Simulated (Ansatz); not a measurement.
SiO2: axis ratio against pressure

SiO2 (rutile, P4_2/mnm, 8.046 Å³/atom at rest, c along z) under hydrostatic pressure, with the cell free. PBE in Ansatz, a plane-wave DFT program (PAW, default set), 420 eV, 8×8×12 Γ-centred mesh, Fermi-Dirac smearing 0.05 eV; ions are relaxed within the symmetry of each cell.

Here P stands for pressure and y for c/a.

| pressure (GPa) | c/a |
|---|---|
| -2.0 | 0.634 |
| -1.0 | 0.634 |
| 0.0 | 0.635 |
| 0.9 | 0.636 |
| 2.1 | 0.636 |
| 4.5 | 0.638 |
| 9.0 | 0.640 |
| 22.5 | ? |

Fit y of the 7 rows that show it with a straight line. Means: P 1.9286, y 0.6361. About the means, the sum of products is 0.049071 and the sum of squares of P is 85.434; the slope is their ratio. Least squares gives y = 0.6350 + 0.000574·P. Residuals (row less fit): 0.0001, -0.0004, 0.0000, 0.0005, -0.0002, 0.0004, -0.0002; standard error 0.0004 (degrees of freedom: 5).

Q: Estimate the missing y (P = 22.5); what did the run itself give?

A: y = 0.6350 + 0.000574 × 22.5 = 0.6479. The calculation gives 0.644, 0.0039 below the prediction (39.0 % of the range of y in the table). The row lies outside the fitted rows, so this is an extrapolation. The fitted rows scatter only by rounding.

One order more, fitted to all 9 runs of the series, follows each within 0.001, so the miss is the next term of a smooth law. Other structures, which can take over under pressure, weren't tried. SiO2 is here stishovite, a high-pressure form. Rows are the converged runs of the series near zero and its far end; series whose fitted rows scatter by over a few per cent of the range, as at a crossing or softening among them, aren't shown in this form. Most that stay on the fit to the last digits aren't either.
